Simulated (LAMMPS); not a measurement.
MD of SiC (zinc blende) at zero pressure, 1000 atoms, as a liquid; each row is its own run.

Computed with classical MD, pair style tersoff, file SiC_Erhart-Albe.tersoff; code LAMMPS.

| T (K) | volume (Å³/atom) |
|---|---|
| 3190 | 16.294 |
| 3620 | 16.894 |
| 3770 | 16.829 |
| 4640 | 18.182 |

Q: Fit a straight line, y = a + b x, to these rows (x is the first column, y the second) and predict the run at x = 4060.

A: Least squares gives a = 12.094 and b = 0.001302. At x = 4060 the fit predicts 17.382 Å³/atom. The run itself gave 17.1 ± 0.1 Å³/atom, so the fit is 1.4 % high.

Caution: at ambient pressure real SiC sublimes or decomposes before or as it melts, so this liquid is the model's.

Caution: a run this short can hold a crystal over, or a liquid under, the potential's own melting point, which these runs don't give.
